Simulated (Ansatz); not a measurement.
The parent structure is CdSe in the wurtzite structure (space group P6_3mc, No. 186).

```yaml
crystal:
  lattice:
    - [4.24755, 0.00000, 0.00000]
    - [-2.12377, 3.67848, 0.00000]
    - [0.00000, 0.00000, 6.94096]
  atoms:
    - { symbol: Cd, position: [0.33333, 0.66667, 0.00031] }
    - { symbol: Cd, position: [0.66667, 0.33333, 0.50031] }
    - { symbol: Se, position: [0.33333, 0.66667, 0.37569] }
    - { symbol: Se, position: [0.66667, 0.33333, 0.87569] }
```

Cartesian axes are those of the cell as printed.

The values are results of DFT with LDA, PAW potentials and a 420 eV plane-wave cutoff in Ansatz (a first-principles code), spin-orbit coupling left out, not measurements.

Now apply this change: the cell is compressed by 1.20 % along x with no lateral relaxation; the atoms relax in the strained cell.

Question: Predict the stress tensor and what it implies for the stiffness.

Answer: Stress of the strained cell less that of the base (GPa, compression positive):
```
   0.97    0.00    0.00
   0.00    0.62    0.00
   0.00    0.00    0.53
```

Then −Δσ_ii/ε with ε = -0.0120 gives relaxed-ion elastic constants: C11 ≈ 81 GPa, C12 ≈ 51 GPa and C13 ≈ 44 GPa.

No phonon test of stability was made.
